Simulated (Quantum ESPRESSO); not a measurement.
Troubleshooting Quantum ESPRESSO: a failed run on the (110) slab of ZnCu (cut from a parent of space group no. 221; 8 atoms in the cell). The aim is a self-consistent single point with DFT, PBEsol, plane waves, PSlibrary ultrasoft (PBE) pseudopotentials.

Cell that was meant: a = 2.9086 Å, b = 4.1133 Å, c = 16.1955 Å, α = 90.00°, β = 90.00°, γ = 90.00°.

Part of the input:

```fortran
/
ATOMIC_SPECIES
Zn    65.3800  Zn.pbe-dn-rrkjus_psl.1.0.0.UPF
Cu    63.5460  Cu.pbe-dn-rrkjus-psl.1.0.0.UPFx
ATOMIC_POSITIONS {angstrom}
Zn    1.4542880000    1.0283367500    5.0000043240
Zn    1.4542880000    3.0850102500    7.0652058975
```

Output, abridged:

```
 %%%%%%%%%%%%%%%%%%%%%%%%%%%%%%%%%%%%%%%%%%%%%%%%%%%%%%%%%%%%%%%%%%%%%%%%%%%%%%
     Error in routine readpp (1):
     file ./Cu.pbe-dn-rrkjus-psl.1.0.0.UPFx not found
 %%%%%%%%%%%%%%%%%%%%%%%%%%%%%%%%%%%%%%%%%%%%%%%%%%%%%%%%%%%%%%%%%%%%%%%%%%%%%%

     stopping ...
```

**Question.** Read the log: what does the program object to, and what is the fix?

**Answer.** The fault is a potential or basis that cannot be found. The input names a file or set that is not where the program looks, or that does not exist under that name. To fix it, correct the name or place the file. The program stopped before any SCF iteration.

An input that runs soundly differs in these lines (not the only fix; some lines may just follow from the change or write a value another way):
```diff
-Cu    63.5460  Cu.pbe-dn-rrkjus-psl.1.0.0.UPFx
+Cu    63.5460  Cu.pbe-dn-rrkjus_psl.1.0.0.UPF
```

With that input, the run converged in 16 iterations: free energy E − TS -14702.0681 eV; Fermi level (on the code's own zero) 4.36 eV; pressure averaged over the cell with its vacuum -3.46 GPa; largest force (vector length) 0.291 eV/Å (DFT, PBEsol, plane waves, PSlibrary ultrasoft (PBE) pseudopotentials).

On the sound input: the starting cell comes from a database of computed structures (which also holds hypothetical and non-ambient phases and stackings), without a prior relaxation at this level. The slab is cut from that crystal, and its faces are unrelaxed. Its lattice was rescaled in the plane by a random factor within 2.5 % of one. Spin polarisation is off.
